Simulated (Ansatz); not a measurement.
**AlAs, response to strain**

The reference is AlAs in the zinc blende structure (space group F-43m, No. 216; a = 5.6747 Å). Axes: x, y, z lie along the cube axes.

Strains are applied to the cell and any free atomic positions relax; under biaxial strain the out-of-plane vector relaxes too.

Calculations: Ansatz (a first-principles code), PBEsol, PAW, cutoff 420 eV, scalar-relativistic without spin-orbit coupling.

Notes on the quantities. energy relative to the base: free energy F; pressure: mean of the normal stresses, compression positive.

| change | gap character | energy relative to the base | pressure |
|---|---|---|---|
| base | indirect, Γ → X | 0 meV/atom | 0.00 GPa |
| biaxial strain −4.90 %, plane normal [001], relaxed out of plane | indirect, Γ → X | +41 meV/atom | 4.14 GPa |
| biaxial strain −4.02 %, plane normal [001], relaxed out of plane | indirect, Γ → X | +27 meV/atom | 3.29 GPa |
| biaxial strain +0.38 %, plane normal [001], relaxed out of plane | indirect, Γ → M | +0.2 meV/atom | -0.27 GPa |
| biaxial strain +1.21 %, plane normal [001], relaxed out of plane | indirect, Γ → M | +2.2 meV/atom | -0.83 GPa |
| biaxial strain +1.66 %, plane normal [001], relaxed out of plane | indirect, Γ → M | +4.1 meV/atom | -1.13 GPa |
| biaxial strain −4.64 %, plane normal [111], relaxed out of plane | indirect, Γ → F | +52 meV/atom | 5.59 GPa |
| isotropic strain +2.38 % | direct at Γ | +24 meV/atom | -4.38 GPa |
| tensor shear ε_xz = −3.35 % | indirect, Γ → X | +17 meV/atom | 0.06 GPa |
| tensor shear ε_xz = +0.79 % | indirect, Γ → X | +0.9 meV/atom | 0.00 GPa |

Stability against distortions was not tested. k-point labels follow each cell's own Brillouin zone.
